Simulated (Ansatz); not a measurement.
Data:

```yaml
crystal:
  lattice:
    - [0.00000, 2.43113, 2.43113]
    - [2.43113, 0.00000, 2.43113]
    - [2.43113, 2.43113, 0.00000]
  atoms:
    - { symbol: Be, position: [0.00000, 0.00000, 0.00000] }
    - { symbol: S, position: [0.25000, 0.25000, 0.25000] }
```

No spin polarisation.

Calculations: PBEsol/PAW in Ansatz (a program for electronic structure), spin-orbit coupling left out. Settings: 12×12×12 k-points, 0.05 eV Fermi–Dirac smearing.

Task: Estimate the smallest direct gap.

Result: 5.52 eV.

Task: Estimate the pressure.

Result: -1.42 GPa.

Task: What is the computed electron mass?

Result: 0.74 mₑ along k, 0.27 mₑ across (at X).

The cells carry an imposed strain or load. Effective masses come from finite differences of ±0.01 Å⁻¹. Along k means along the line from Γ to the band edge. Whether these cells are dynamically stable was not tested. The cell was made from BeS in the zinc blende structure (space group F-43m, No. 216) by this change: isotropic strain +0.50 %.
